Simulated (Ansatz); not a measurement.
An Ansatz (a first-principles code) run: Pb with a change (Pb → Pd); r2SCAN (Ansatz, PAW, spin-orbit coupling left out).

Input:

Ansatz 0.2 input:
```yaml
crystal:
  lattice:
    - [0, 1.9541745514, 1.9541745514]
    - [1.9541745514, 0, 1.9541745514]
    - [1.9541745514, 1.9541745514, 0]
  atoms:
    - { symbol: Pd, position: [0, 0, 0] }
basis: { ecutwfc: 500, ecutrho_ratio: 4, xc_grid: 4, fft_grid_basis: typed }
kpoints: { mp_grid: { grid: [20, 20, 20] } }
hamiltonian:
  xc: r2scan
  dispersion: none
  pseudopotentials: { kind: paw }
scf: { occupations: { method: fermi_dirac, width: 0.05 }, convergence: { dr2_threshold: 0.0000000001 } }
output: { forces: true, stress: true }
checkpoint: { write: state.ck, write_every: 1000 }
```

Output (explanatory and most iteration lines left out):

```
Pseudopotential: Pd, paw, valence charge 18
Crystal: 1 atoms, lattice volume = 14.925 Å³
Basis set: ecut = 500 eV, 339 PW (Γ), exchange–correlation on 96×96×96 points (64 copies of the dense FFT grid, shifted against one another)
Bands: 13, of which v1, the nominal top of the filled ones, is band 9 counted from 1 (8 counted from 0)
Symmetry: 48 space group operations
Space group: Fm-3m (ITA 225), of the structure as read, at distance tolerance 2.5e-5 Å
k-points: 256 of 8000
Functional: x = r2scan, c = r2scan; τ floored in thin density (d = 2e-4 eV/Å³)
SCF iter   1: F=—  HF=-6985.735871 eV  |F-HF|=—  |Δ(HF+E_count)|=         —  Δρ=2.08e-2  dr2=4.79e-2  dr2_τ=9.52e-3  ethr=1.77e-3  ⟨swp⟩=5.8  Hψ=19593  notcnv=0
SCF iter   2: F=—  HF=-6985.742464 eV  |F-HF|=—  |Δ(HF+E_count)|=   6.59e-3  Δρ=9.09e-3  dr2=4.00e-3  dr2_τ=1.10e-3  ethr=2.66e-4  ⟨swp⟩=2.0  Hψ=6326  notcnv=0
SCF 1 converged in 9 iterations: F = -6985.743847 eV  dr2 = 7.16e-11
SCF converged after 9 iterations
Free energy (F): -6985.743847 eV
Internal energy: -6985.724226 eV  (E = F + TS)
E sigma→0 (E₀):  -6985.734037 eV
Entropy (-TS):   -0.019621 eV (-19.621 meV/atom)
Fermi energy:    19.277113 eV
--- Forces (eV/Å), atoms counted from 1 ---
  atom   1  Pd    -0.00000000    -0.00000000    -0.00000000
--- Stress (GPa, compression-positive) ---
       -0.000758      -0.000000       0.000000
       -0.000000      -0.000758       0.000000
        0.000000      -0.000000      -0.000758
  P = ⅓ Tr σ = -0.0008 GPa (-0.008 kbar)
```

No phonon test of stability was made. The final runs are not spin-polarised. The cell was made from Pb by this change: Pb → Pd. Pd has a high density of states at the Fermi level and may be magnetic at this level.
